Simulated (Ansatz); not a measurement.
## Short convergence ladders for LaSi2Ag2 (I4/mmm, 5 atoms in the cell)

```
CELL_PARAMETERS angstrom
     -2.16323     2.16323     5.35603
      2.16323    -2.16323     5.35603
      2.16323     2.16323    -5.35603
ATOMIC_POSITIONS crystal
  La 0.00000 0.00000 0.00000
  Si 0.60961 0.60961 0.00000
  Si 0.39039 0.39039 0.00000
  Ag 0.25000 0.75000 0.50000
  Ag 0.75000 0.25000 0.50000
```

Base method: LDA (PW92), default PAW files made with PBE (plane waves; Ansatz, a quantum-chemistry and plane-wave program).

Base settings: basis.ecutwfc = 420 eV; kpoints.mp_grid.grid = 9 9 9; hamiltonian.xc = lda; hamiltonian.pseudopotentials = {kind: paw} (the program's default PAW files); scf.occupations.method = fermi_dirac; scf.occupations.width = 0.1 eV.

Core times come from one kind of shared machine, to one figure; runs under 30 s give none.

**Zone-centre phonons against the cutoff**

In this ladder: phonons.method = dfpt.

The mesh stays at the base's, so the ladder's end is converged at best in this setting alone.

Frequencies are those of the unrelaxed cell, without the LO-TO term of polar crystals.

Only quantities that move along the ladder and can be compared are tabulated.

| basis.ecutwfc | highest zone-centre frequency (cm⁻¹) | lowest optical frequency (cm⁻¹) | core time / last (rough) |
|---|---|---|---|
| 210 eV | 408.2 | 62.7 | 0.3 |
| 250 eV | 408.6 | 89.1 | 0.4 |
| 295 eV | 403.6 | 81.1 | 0.5 |
| 355 eV | 402.6 | 83.1 | 0.7 |
| 420 eV | 403.0 | 83.4 | 1 |

Coarsest basis.ecutwfc that holds the highest zone-centre frequency within 1 cm⁻¹ of the last step, with all finer ones: 295 eV; the step before is off by 5.6 cm⁻¹.

Coarsest basis.ecutwfc that holds the lowest optical frequency within 5 cm⁻¹ of the last step, with all finer ones: 295 eV; the step before is off by 5.7 cm⁻¹.

Two neighbours can agree and both be off: 210 eV and 250 eV differ by 0.4 cm⁻¹ in the highest zone-centre frequency, yet lie about 5.6 cm⁻¹ from the last step.

**Zone-centre phonons against the mesh**

In this ladder: phonons.method = dfpt.

Frequencies are those of the unrelaxed cell, without the LO-TO term of polar crystals.

Only quantities that move along the ladder and can be compared are tabulated.

```csv
kpoints.mp_grid.grid,highest zone-centre frequency (cm⁻¹),lowest optical frequency (cm⁻¹),core time / last (rough)
3 3 3,388.8,89.5,–
5 5 5,404.5,83.0,0.4
7 7 7,402.7,82.8,0.9
8 8 8,402.6,82.9,1
```

Coarsest kpoints.mp_grid.grid that holds the highest zone-centre frequency within 1 cm⁻¹ of the last step, with all finer ones: 7 7 7; the step before is off by 1.9 cm⁻¹.

Coarsest kpoints.mp_grid.grid that holds the lowest optical frequency within 2 cm⁻¹ of the last step, with all finer ones: 5 5 5, at about 0.4 of the last step's time; the step before is off by 6.5 cm⁻¹.

**The force threshold of a relaxation**

On LaSi2Ag2 (I4mm, 5 atoms in the cell): one atom moved by 0.15 angstrom.

In this ladder: relax = atoms.

The mesh stays at the base's, so the ladder's end is converged at best in this setting alone.

Only quantities that move along the ladder and can be compared are tabulated.

| relax.f_tol | largest force left (eV/Å) | relaxation steps | core time / last (rough) |
|---|---|---|---|
| 0.2 eV/Å | 0.0648 | 3 | 1 |
| 0.05 eV/Å | 0.0007 | 4 | 1 |
| 0.02 eV/Å | 0.0007 | 5 | 1 |
| 0.005 eV/Å | 0.0007 | 5 | 1 |
| 0.001 eV/Å | 0.0007 | 5 | 1 |

Coarsest relax.f_tol that holds the largest force left within 0.02 eV/Å of the last step, with all finer ones: 0.05 eV/Å; the step before is off by 0.064 eV/Å.

On the base run: the starting cell comes from a database of computed structures (which also holds hypothetical and non-ambient phases and stackings), without a prior relaxation at this level. Its lattice was rescaled by up to half a per cent. In the base run, with a pressure of about -7 GPa the cell is away from its equilibrium volume at this level.

Keys are those of Ansatz 0.2.
